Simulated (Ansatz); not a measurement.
Base system: SiO$_{2}$ (space group P3_121, No. 152; a = 4.9494 Å, c = 5.4419 Å).

Method: PBEsol (Ansatz, a program for electronic structure), no spin-orbit coupling.

One change was made to it. Results:

```json
[
 {"quantity": "band gap", "base": "5.72 eV", "after": "5.64 eV"},
 {"quantity": "smallest direct gap", "base": "6.03 eV", "after": "5.98 eV"},
 {"quantity": "lattice parameter a", "base": "9.353 bohr", "after": "9.473 bohr"}
]
```

Question: Which change produced these results?
A. pressure 3 GPa
B. pressure 30 GPa
C. pressure −2 GPa
D. pressure −1 GPa

Answer: D, pressure −1 GPa. For comparison, the band gap in the other runs: pressure −2 GPa gives 5.50 eV; pressure 3 GPa gives 5.92 eV; pressure 30 GPa gives 6.69 eV.

Load acts through the strain it causes; cell and atoms are relaxed under it. Whether these cells are dynamically stable was not tested. No other phases were tried under pressure.
